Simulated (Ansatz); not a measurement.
Levels about the gap of amorphous Si₃₀O₁₂N₃₂ (74 atoms in a cell of 849 Å³, 2.90 g/cm³; zone centre alone, so wide bands show as single levels with stretches between that a denser mesh fills), at the geometry that PBE relaxed, where it gives 3.8 GPa on a denser mesh. Exact exchange is cut at the faces of this small cell, which leaves a finite-size error. The participation number counts the atoms over which a state spreads; weights are charges in smoothed Voronoi cells. The levels come from a single point, so bond lengths are those of that geometry. Method of the levels: HSE06, scalar-relativistic without spin-orbit coupling (Ansatz, a first-principles code). Sampling: the zone centre alone; Fermi-Dirac width 0.01 eV; collinear spin, started from moments on atoms (the moments died out). At PBE the levels at the filled edge of the gap are localised (band-tail or defect states), and the nearest spread-out levels lie 3.7 eV apart at the zone centre.

The cell was made by melting and quenching with the CHGNet potential and then relaxed with DFT. O and N atoms were pushed apart under 1.9 Å during the dynamics, to hinder bonds among them. It is a model cell: composition and starting density were chosen by hand, and all elements were melted together. No dispersion term was used. Its density started from a set value of 2.90 and ended at 2.90 g/cm³. The quench (nominally 630 K/ps over its main leg) was far faster than any real one, so the model tends to hold more defects than a real film. A cell of this size samples the disorder only roughly. The volume was held where the preparation left it, at a PBE pressure of 3.8 GPa. Stress components on the final sampling reach 5.9 GPa.

```tsv
E - E(highest filled), eV	filling	spin	participation number	largest on	weight N	weight Si	weight O
-0.51	filled	dn	7.5	N, 2 neighbours	0.85	0.12	0.03
-0.44	filled	up	8.7	N, 2 neighbours	0.86	0.11	0.03
-0.44	filled	dn	8.7	N, 2 neighbours	0.86	0.11	0.03
-0.28	filled	up	7.0	N, 2 neighbours	0.86	0.10	0.04
-0.28	filled	dn	7.0	N, 2 neighbours	0.86	0.10	0.04
0.00	filled	dn	7.6	N, 3 neighbours	0.89	0.09	0.01
0.00	filled	up	7.6	N, 3 neighbours	0.89	0.09	0.01
4.23	empty	up	40.9	Si, 5 neighbours	0.43	0.47	0.10
4.23	empty	dn	40.9	Si, 5 neighbours	0.43	0.47	0.10
5.03	empty	up	18.8	Si, 5 neighbours	0.38	0.55	0.07
5.03	empty	dn	18.8	Si, 5 neighbours	0.38	0.55	0.07
5.11	empty	up	33.4	Si, 4 neighbours	0.38	0.53	0.08
5.11	empty	dn	33.4	Si, 4 neighbours	0.38	0.53	0.08
5.33	empty	dn	29.2	Si, 4 neighbours	0.38	0.52	0.10
```

Most localised among these is the filled level at -0.28 eV, on a N atom, which has 2 neighbours (Si 1.65 Å, Si 1.67 Å).
